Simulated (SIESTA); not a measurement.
**SIESTA run on CsLiBr₂ (P4/nmm, 8 atoms in the cell): self-consistent single point**

Level of theory: LDA PW92, numerical atomic orbitals DZP, PseudoDojo LDA standard norm-conserving potentials (rewritten from UPF to PSML) in SIESTA.

Input as run:

```
# files in the folder: Cs.psml Li.psml Br.psml (PseudoDojo LDA standard)
SystemName  CsLiBr2
SystemLabel CsLiBr2

NumberOfAtoms                8
NumberOfSpecies              3
%block ChemicalSpeciesLabel
  1 55 Cs
  2 3 Li
  3 35 Br
%endblock ChemicalSpeciesLabel
LatticeConstant              1.0 Ang
%block LatticeVectors
     5.181240000    0.000000000    0.000000000
     0.000000000    5.181240000    0.000000000
     0.000000000    0.000000000    9.930060000
%endblock LatticeVectors
AtomicCoordinatesFormat      Fractional
%block AtomicCoordinatesAndAtomicSpecies
     0.000000000    0.500000000    0.300030000  1
     0.500000000    0.000000000    0.699970000  1
     0.500000000    0.000000000    0.082480000  2
     0.000000000    0.500000000    0.917520000  2
     0.000000000    0.500000000    0.665920000  3
     0.500000000    0.000000000    0.334080000  3
     0.000000000    0.000000000    0.000000000  3
     0.500000000    0.500000000    0.000000000  3
%endblock AtomicCoordinatesAndAtomicSpecies

XC.functional                LDA
XC.authors                   PW92
PAO.BasisSize                DZP
PAO.EnergyShift              0.01 Ry
PAO.Polarization.NonPerturbative true
MeshCutoff                   300 Ry
%block kgrid.MonkhorstPack
    3   0   0  0.0
    0   3   0  0.0
    0   0   2  0.0
%endblock kgrid.MonkhorstPack
OccupationFunction           FD
ElectronicTemperature        10 K

MaxSCFIterations             150
SCF.Mixer.Method             Pulay
SCF.Mixer.Weight             0.1
SCF.Mixer.History            8
SCF.DM.Tolerance             1.0E-05
Diag.ParallelOverK           true
WriteForces                  true
```

The program printed (abridged):

```
reinit: Reading from file input.fdf

reinit: System Name: CsLiBr2
reinit: System Label: CsLiBr2

coor:   Atomic-coordinates input format  =     Fractional

siesta: Atomic coordinates (Bohr) and species
siesta:      0.00000   4.89556   5.63009  1        1
siesta:      4.89556   0.00000  13.13500  1        2
siesta:      4.89556   0.00000   1.54774  2        3
siesta:      0.00000   4.89556  17.21735  2        4
siesta:      0.00000   4.89556  12.49605  3        5
siesta:      4.89556   0.00000   6.26904  3        6
siesta:      0.00000   0.00000   0.00000  3        7
siesta:      4.89556   4.89556   0.00000  3        8

siesta: System type = bulk

initatomlists: Number of atoms, orbitals, and projectors:      8    82   124

siesta: ******************** Simulation parameters ****************************
redata: Spin configuration                          = none
redata: Time-Reversal Symmetry                      = T
redata: Number of Atomic Species                    =        3
redata: Mesh Cutoff                                 =   300.0000 Ry
redata: Net charge of the system                    =     0.0000 |e|
redata: Min. number of SCF Iter                     =        0
redata: Max. number of SCF Iter                     =      150
redata: SCF convergence failure will abort job
redata: SCF mix quantity                            = Hamiltonian
redata: Mix DM or H after convergence               =   F
redata: Recompute H after scf cycle                 =   F
redata: Mix DM in first SCF step                    =   T
redata: No kicks to SCF
redata: DM Mixing Weight for Kicks                  =     0.5000
redata: Require Harris convergence for SCF          =   F
redata: Harris energy tolerance for SCF             =     0.000100 eV
redata: Require DM convergence for SCF              =   T
redata: DM tolerance for SCF                        =     0.000010
redata: Require EDM convergence for SCF             =   F
redata: EDM tolerance for SCF                       =     0.001000 eV
redata: Require H convergence for SCF               =   T
redata: Hamiltonian tolerance for SCF               =     0.001000 eV
redata: Require (free) Energy convergence for SCF   =   F
redata: (free) Energy tolerance for SCF             =     0.000100 eV
redata: Using DFT-D3 dispersion                     =   F
redata: Using Saved Data (generic)                  =   F
redata: Method of Calculation                       = Diagonalization
redata: Electronic Temperature                      =    10.0000 K
redata: Number of TDED substeps                     =        3
redata: Dynamics option                             = Single-point calculation
redata: Save all siesta data in one NC              =   F
redata: ***********************************************************************

%block SCF.Mixers
  Pulay
%endblock SCF.Mixers

%block SCF.Mixer.Pulay
  # Mixing method
  method pulay
  variant stable

  # Mixing options
  weight 0.1000
  weight.linear 0.1000
  history 8
%endblock SCF.Mixer.Pulay

DM_history_depth set to one: no extrapolation allowed by default for geometry relaxation
Size of DM history Fstack: 1
Total number of electrons:    52.000000
Total ionic charge:    52.000000

* ProcessorY, Blocksize:    1  64

* Orbital distribution balance (max,min):    82    82

k-point displ. along   3 input, could be:     0.00    0.50
 Kpoints in:           12 . Kpoints trimmed:           11

siesta: k-grid: Number of k-points = 11
siesta: k-points from Monkhorst-Pack grid
siesta: k-cutoff (effective) =     7.772 Ang
siesta: k-point supercell and displacements
siesta: k-grid:     3     0     0      0.000
siesta: k-grid:     0     3     0      0.000
siesta: k-grid:     0     0     2      0.000

diag: Algorithm                                     = D&C
diag: Parallel over k                               =   F
diag: Use parallel 2D distribution                  =   F
diag: Parallel block-size                           = 64
diag: Parallel distribution                         =     1 x     1
diag: Used triangular part                          = Lower
diag: Absolute tolerance                            =  0.100E-15
diag: Orthogonalization factor                      =  0.100E-05
diag: Memory factor                                 =  1.0000

superc: Internal auxiliary supercell:     5 x     5 x     3  =      75
superc: Number of atoms, orbitals, and projectors:    600   6150   9300

                        Single-point calculation

superc: Internal auxiliary supercell:     5 x     5 x     3  =      75
superc: Number of atoms, orbitals, and projectors:    600   6150   9300

outcell: Unit cell vectors (Ang):
        5.181240    0.000000    0.000000
        0.000000    5.181240    0.000000
        0.000000    0.000000    9.930060

outcell: Cell vector modules (Ang)   :    5.181240    5.181240    9.930060
outcell: Cell angles (23,13,12) (deg):     90.0000     90.0000     90.0000
outcell: Cell volume (Ang**3)        :    266.5749
new_DM -- step:     1
Initializing Density Matrix...

Attempting to read DM from file... Failed...
DM filled with atomic data:

InitMesh: MESH = 54 x 54 x 108 = 314928
InitMesh: Mesh cutoff (required, used) =   300.000   300.208 Ry

stepf: Fermi-Dirac step function

        iscf     Eharris(eV)        E_KS(eV)     FreeEng(eV)     dDmax    Ef(eV) dHmax(eV)
   scf:    1    -3395.279785    -3390.180529    -3390.180529  0.599555 -5.258031  2.829291
   scf:    2    -3390.506308    -3390.347279    -3390.347279  0.026883 -5.173824  2.389842
   scf:    3    -3390.874037    -3390.673951    -3390.673951  0.110949 -4.830324  0.523361
   scf:    4    -3390.706178    -3390.691790    -3390.691790  0.029405 -4.839479  0.120918
   scf:    5    -3390.694728    -3390.693408    -3390.693408  0.005871 -4.850600  0.049976
   scf:    6    -3390.693657    -3390.693709    -3390.693709  0.006769 -4.859173  0.044569
   scf:    7    -3390.693939    -3390.693840    -3390.693840  0.002578 -4.866040  0.006808
   scf:    8    -3390.693837    -3390.693839    -3390.693839  0.000068 -4.867092  0.007182
   scf:    9    -3390.693846    -3390.693843    -3390.693843  0.000562 -4.867497  0.000543
   scf:   10    -3390.693843    -3390.693843    -3390.693843  0.000035 -4.867433  0.000096
   scf:   11    -3390.693843    -3390.693843    -3390.693843  0.000002 -4.867453  0.000074

SCF Convergence by DM+H criterion
max |DM_out - DM_in|         :     0.0000023848
max |H_out - H_in|      (eV) :     0.0000735193
SCF cycle converged after 11 iterations

Using DM_out to compute the final energy and forces

siesta: E_KS(eV) =            -3390.6938

siesta: E_KS - E_eggbox =     -3390.6938

siesta: Atomic forces (eV/Ang):
     1   -0.000000    0.000000    0.071395
     2    0.000000    0.000000   -0.071395
     3   -0.000000    0.000000    0.078070
     4   -0.000000    0.000000   -0.078070
     5    0.000000    0.000000    0.106848
     6    0.000000   -0.000000   -0.106848
     7   -0.000000   -0.000000   -0.000000
     8    0.000000   -0.000000    0.000000
   Tot   -0.000000    0.000000   -0.000000
   Max    0.106848
   Res    0.043406    sqrt( Sum f_i^2 / 3N )
   Max    0.106848    constrained

Stress tensor Voigt[x,y,z,yz,xz,xy] (kbar):       21.37       21.37       13.73        0.00       -0.00       -0.00
(Free)E + p*V (eV/cell)    -3393.8255
Target enthalpy (eV/cell)    -3390.6938

siesta: Program's energy decomposition (eV):
siesta: Ebs     =      -816.561277
siesta: Eions   =      5267.643760
siesta: Ena     =      1633.800082
siesta: Ekin    =      1041.773069
siesta: Enl     =       192.367141
siesta: Eso     =         0.000000
siesta: Edftu   =         0.000000
siesta: DEna    =        34.422102
siesta: DUscf   =         0.854766
siesta: DUext   =         0.000000
siesta: Ex      =      -908.406396
siesta: Ec      =      -117.860847
siesta: Exc     =     -1026.267243
siesta: Eharris =     -3390.693843
siesta: Etot    =     -3390.693843
siesta: FreeEng =     -3390.693843

siesta: Atomic forces (eV/Ang):
siesta:      1   -0.000000    0.000000    0.071395
siesta:      2    0.000000    0.000000   -0.071395
siesta:      3   -0.000000    0.000000    0.078070
siesta:      4   -0.000000    0.000000   -0.078070
siesta:      5    0.000000    0.000000    0.106848
siesta:      6    0.000000   -0.000000   -0.106848
siesta:      7   -0.000000   -0.000000   -0.000000
siesta:      8    0.000000   -0.000000    0.000000
siesta: ----------------------------------------
siesta:    Tot   -0.000000    0.000000   -0.000000

siesta: Stress tensor (static) (eV/Ang**3):
siesta:     0.013338   -0.000000   -0.000000
siesta:    -0.000000    0.013338    0.000000
siesta:    -0.000000    0.000000    0.008567

siesta: Cell volume =        266.574923 Ang**3

siesta: Pressure (static):
siesta:                Solid            Molecule  Units
siesta:          -0.00012795         -0.00012007  Ry/Bohr**3
siesta:          -0.01174781         -0.01102405  eV/Ang**3
siesta:         -18.82207145        -17.66247513  kBar
```

The run converged in 11 iterations.

The starting cell comes from a database of computed structures (which also holds hypothetical and non-ambient phases and stackings), without a prior relaxation at this level. Values carry the incompleteness of an atom-centred basis.
